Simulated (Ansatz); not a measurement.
The parent structure is TiN in the rock salt structure (space group Fm-3m, No. 225; a = 4.204 Å). Axes: x, y, z lie along the cube axes.

Method: Ansatz (an electronic-structure program) PBEsol, spin-orbit coupling left out.

Strains are applied to the cell and any free atomic positions relax.

One change was made to it. Results:

| quantity | base | after |
|---|---|---|
| energy relative to the base (free energy F) | 0 meV/atom | +0.9 meV/atom |
| pressure (mean of the normal stresses, compression positive) | 0.0 GPa | -2.1 GPa |

### Question
Which of these changes matches the shifts?
A. uniaxial strain ε_yy = +0.73 %
B. tensor shear ε_yz = −1.40 %
C. uniaxial strain ε_yy = +4.99 %

### Answer
A, uniaxial strain ε_yy = +0.73 %. For comparison, the energy relative to the base in the other runs: tensor shear ε_yz = −1.40 % gives +4.0 meV/atom; uniaxial strain ε_yy = +4.99 % gives +38 meV/atom.

Without a gap, meshes like the base's 19×19×19 leave anisotropic stresses uncertain by several tenths of a GPa, and small strain energies with them. Whether these cells are dynamically stable was not tested. All final runs are without spin polarisation. An odd electron count without spin: TiN.
